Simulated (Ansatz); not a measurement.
CdTe, response to strain

The reference is CdTe in the zinc blende structure (space group F-43m, No. 216).

```
CELL_PARAMETERS angstrom
      0.00000     3.27889     3.27889
      3.27889     0.00000     3.27889
      3.27889     3.27889     0.00000
ATOMIC_POSITIONS crystal
  Cd 0.00000 0.00000 0.00000
  Te 0.25000 0.25000 0.25000
```

Cartesian axes are those of the cell as printed.

Strains are applied to the cell and any free atomic positions relax; under biaxial strain the out-of-plane vector relaxes too.

All numbers come from Kohn–Sham DFT with the r2SCAN functional, run in Ansatz (an electronic-structure program) with PAW and 500 eV plane waves, no spin-orbit coupling.

Notes on the quantities. pressure: mean of the normal stresses, compression positive.

| change | pressure | band gap | ratio −ε⊥/ε∥ |
|---|---|---|---|
| base | 0.00 GPa | 1.17 eV | – |
| biaxial strain −3.00 %, plane normal [001], relaxed out of plane | 0.87 GPa | 1.13 eV | 1.30 |
| biaxial strain −2.50 %, plane normal [001], relaxed out of plane | 0.72 GPa | 1.14 eV | 1.31 |
| biaxial strain −2.00 %, plane normal [001], relaxed out of plane | 0.57 GPa | 1.15 eV | 1.31 |
| biaxial strain −1.50 %, plane normal [001], relaxed out of plane | 0.41 GPa | 1.15 eV | 1.32 |
| biaxial strain −1.00 %, plane normal [001], relaxed out of plane | 0.27 GPa | 1.16 eV | 1.32 |
| biaxial strain −0.50 %, plane normal [001], relaxed out of plane | 0.13 GPa | 1.16 eV | – |

Spin-orbit coupling, missing from the scalar runs, can matter with Te. Whether these cells are dynamically stable was not tested.
